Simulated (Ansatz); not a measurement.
The starting structures come from a database of crystals and need not be the phases stable at ambient conditions.

 Where the default PAW files enter, the runs use the earlier of Ansatz's two default sets.

```xyz
4
Lattice="4.6112 0.0000 0.0000 2.3056 3.9934 0.0000 2.3056 1.3311 7.2814" Properties=species:S:1:pos:R:3 pbc="T T T"
Mg     4.6112     2.6623     3.6228
Cd     6.9168     3.9934     0.0111
Te     6.9168     3.9934     2.7659
Te     4.6112     2.6623     6.3431
```

Space group of this cell: R3m. The cell is strained (lengths along the current scaled by 0.97, ions clamped).

Transport runs along the normal of the first two printed cell vectors, the (001) (indices of the unstrained crystal) plane of the conventional cell.

No gap correction and no spin-orbit coupling; mid-gap values are interpolated between computed energies.

**Question.** Predict the band gap and the smallest decay constant κ at mid-gap from PBEsol (Ansatz, a program for electronic structure).

**Answer.** Gap 1.29 eV on a 8×8×8 mesh; κ = 0.098 1/Å, at the zone centre.
